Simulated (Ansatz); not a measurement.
CuPd (Cmmm, No. 65, 2 atoms in the cell; start mp-1225656; a measured phase of this formula has another space group)

These are PBEsol in Ansatz (plane waves, PAW) values and carry that method's errors.

Run with plane-wave cutoff 520 eV, 22×22×14 k mesh (along the axes of the cell as run), Fermi–Dirac smearing 0.05 eV, no spin polarisation, scalar-relativistic PAW data made under PBE.

Cell (relaxed at this level):

Space group Cmmm (No. 65); a = 2.8027 Å, b = 4.4297 Å, c = 4.2639 Å, α = 90.00°, β = 90.00°, γ = 90.00°

```
atom  site  symmetry       x       y       z
----  ----  --------  ------  ------  ------
Cu      2a       mmm  0.0000  0.0000  0.0000
Pd      2c       mmm  0.0000  0.5000  0.5000
```
(The calculation used a cell of 2 atoms; values per cell refer to that cell.)

```yaml
bulk_modulus: 180 GPa
```

Note: the run has no spin polarisation, so it can have missed a magnetic state; the bulk modulus is −V dP/dV from two relaxed cells at ±2 % in volume; the relaxation could not lower the start's symmetry, so the cell can be a saddle point above a distorted one.

Static lattice: no zero-point or thermal effects.

It cost about 5 core-minutes (a rough figure) of CPU time.

A start named mp-… is a Materials Project structure, which need not be a measured phase.

Ansatz is a quantum-chemistry and plane-wave program.
